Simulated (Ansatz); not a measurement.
The starting structures come from a database of crystals and need not be the phases stable at ambient conditions.

Inside the gap of an insulator the Bloch states are evanescent, with a wavenumber k + iκ along the transport direction.

Input:

```xyz
20
Lattice="8.6993 0.0000 0.0000 0.0000 8.6993 0.0000 4.3497 -4.3497 4.3497" Properties=species:S:1:pos:R:3 pbc="T T T"
Na     0.0000     0.0000     0.0000
Ba     2.1748     2.1748     2.1748
Ba     6.5245     2.1748     2.1748
Ba     6.5245    -2.1748     2.1748
Ba     2.1748    -2.1748     2.1748
Bi     4.3497     0.0000     0.0000
Bi     0.0000     4.3497     0.0000
Bi     4.3497     4.3497     0.0000
O      4.3497     4.3497     2.0436
O      8.6993     0.0000     2.3060
O      0.0000     6.3933     0.0000
O      0.0000     2.3060     0.0000
O      2.3060     0.0000     0.0000
O      6.3933     0.0000     0.0000
O      6.5245     4.3497     0.0000
O      2.1748     4.3497     0.0000
O      4.3497     6.5245     0.0000
O      4.3497     2.1748     0.0000
O      4.3497     0.0000     2.1748
O      8.6993     4.3497     2.1748
```

Space group of this cell: Im-3m. The cell is taken as given; by r2SCAN its mean pressure is -5.3 GPa.

Transport runs along the normal of the first two printed cell vectors, the (001) plane of the conventional cell.

No gap correction and no spin-orbit coupling; mid-gap values are interpolated between computed energies.

Predict the band gap and the smallest decay constant κ at mid-gap from r2SCAN in Ansatz (a program for electronic structure).

Gap 0.72 eV on a 8×8×8 mesh; κ = 0.146 1/Å, at the zone centre.
